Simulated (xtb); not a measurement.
xtb 6.7.1, GFN1-xTB: F[C]1CC(F)(F)C(F)(F)C1(F)F, charge 0, multiplicity 2, 14 atoms. The geometry is a generated start, not checked to be a minimum at this level.

```yaml
run_flags: --grad
method: GFN1-xTB
"--acc": 1 (default)
"--etemp (K)": 300 (default)
basis_functions: 52
valence_electrons: 71
```

```xyz
14

F      1.4910    -2.1700     0.0073
C      0.7296    -1.0923     0.1708
C     -0.7425    -1.1474     0.0198
C     -1.1560     0.3173     0.1696
F     -2.2707     0.6228    -0.5154
F     -1.4075     0.6212     1.4626
C      0.0759     1.1402    -0.3207
F      0.0991     2.3916     0.1424
F      0.0532     1.2063    -1.6687
C      1.3030     0.2781     0.1204
F      2.3418     0.4127    -0.7338
F      1.7658     0.7178     1.3246
H     -1.2260    -1.7695     0.7833
H     -1.0567    -1.5288    -0.9621
```

Charge 0 and multiplicity 2 are set for this test and not shown to be the ground state. GFN-xTB has no spin term: --uhf 1 sets the occupations alone.

One run each on 1 thread. Values of broydamp tried: 0.02, 0.05, 0.1, 0.2, 0.4 (default), 0.6, 0.8, 1.

Predict the course of the SCC iterations along this series.

Fewest SCC iterations, within one of each other: 0.4 (default) with 9, 0.6 with 10. The count rises to 18 at 0.02. All converge to one solution.

| broydamp | SCC iterations | end |
|---|---|---|
| 0.02 | 18 | same solution |
| 0.05 | 16 | same solution |
| 0.1 | 15 | same solution |
| 0.2 | 12 | same solution |
| 0.4 (default) | 9 | same solution |
| 0.6 | 10 | same solution |
| 0.8 | 12 | same solution |
| 1 | 12 | same solution |
